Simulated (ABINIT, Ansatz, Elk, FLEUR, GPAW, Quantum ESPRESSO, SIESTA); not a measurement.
# MoRu (P-6m2, 2 atoms in the cell) computed with different codes at matched settings

Self-consistent single point, at a second geometry (lattice scaled by 0.98). First geometry:

```
MoRu
1.0
    2.80380     0.00000     0.00000
   -1.40190     2.42816     0.00000
    0.00000     0.00000     4.50612
Mo Ru
1 1
Cartesian
  1.40190   0.80939   0.00000
  0.00000   1.61877   2.25306
```

Shared settings, as Ansatz (an electronic-structure program) writes them: kpoints.mp_grid.grid = 13 13 7; scf.occupations.method = fermi_dirac; scf.occupations.width = 0.1 eV. Potentials and cutoffs stand in the table.

```csv
code,model,ΔF from the first geometry (meV/atom),pressure (GPa),cutoff
FLEUR,"LDA (Vosko-Wilk-Nusair), all-electron FLAPW (FLEUR), scalar-relativistic valence",-85.0,–,Kmax 4.1 1/bohr
SIESTA,"LDA PW92, numerical atomic orbitals DZP, PseudoDojo LDA standard norm-conserving potentials (rewritten from UPF to PSML)",-86.3,-7.17,grid 300 Ry
Ansatz,"LDA (PW92), PAW files made with PBE",-88.7,-8.07,default
Elk,"LDA (PW92), all-electron FP-LAPW, Elk's shipped species files, default APW+lo basis",-89.6,–,default
GPAW,"LDA (Perdew-Wang 92), GPAW PAW datasets LDA (gpaw-data 1.0.1)",-93.8,-9.47,550 eV
ABINIT,"LDA (PW92), norm-conserving pseudopotentials (PseudoDojo nc-sr-04 LDA standard)",-86.6,-7.51,44 Ha
Quantum ESPRESSO,"LDA (PZ), PSlibrary PAW (LDA) pseudopotentials",-85.4,-8.52,60 Ry
```

For Quantum ESPRESSO (by 1.2 GPa) the energy change implies a higher mean pressure, against the two pressures, than for the other programs: a sign of finite-basis (Pulay) stress.

A dash marks a value that a program does not give, or that is left out as unsure.

On Ansatz's run: spin polarisation is off.

The spread over the programs that give each value: ΔF from the first geometry within 8.8 meV/atom; pressure within 2.30 GPa.

SIESTA uses small atom-centred bases, whose incompleteness enters pressures, forces and empty levels differently from a plane-wave cutoff. FLEUR and Elk treat all electrons, but the usual bases taken here (sphere radii, linearisation, local orbitals, empty states) were not tested for convergence, so the values are no reference for the others. Ansatz's pressure is given at a fixed set of plane waves, as the other plane-wave codes print theirs; with its correction for the finite basis it is -7.93 GPa. The same LDA comes in different parametrisations, which differ slightly. In the pressure, SIESTA (by 1.12) and GPAW (by 1.18) lie more than 1 GPa from the median of the plane-wave programs.

The starting cell comes from a database of computed structures (which also holds hypothetical and non-ambient phases and stackings), without a prior relaxation at this level. Its lattice was rescaled by a random factor within 2.5 % of one. For this run, on top of that: lattice scaled by 0.98.

Keys are those of Ansatz 0.2.
